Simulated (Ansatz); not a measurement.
The parent structure is LiNbO$_{3}$ (space group R3c, No. 161; a = 5.1899 Å, c = 14.0145 Å (hexagonal axes)).

The values are results of PBE/PAW in Ansatz (a quantum-chemistry and plane-wave program), without spin-orbit coupling, not measurements.

For the base:

| Quantity | Value |
|---|---|
| Pressure | 0.01 GPa |

Now apply this change: the cell is scaled by 1.0300 in all directions; the atoms relax in the strained cell.

### Question
Predict the new pressure and largest internal atomic displacement.

### Answer
The pressure (mean of the normal stresses, compression positive) falls by 6.48 GPa, from 0.01 GPa to -6.47 GPa; the largest internal atomic displacement is 0.108 Å.

No phonon test of stability was made.
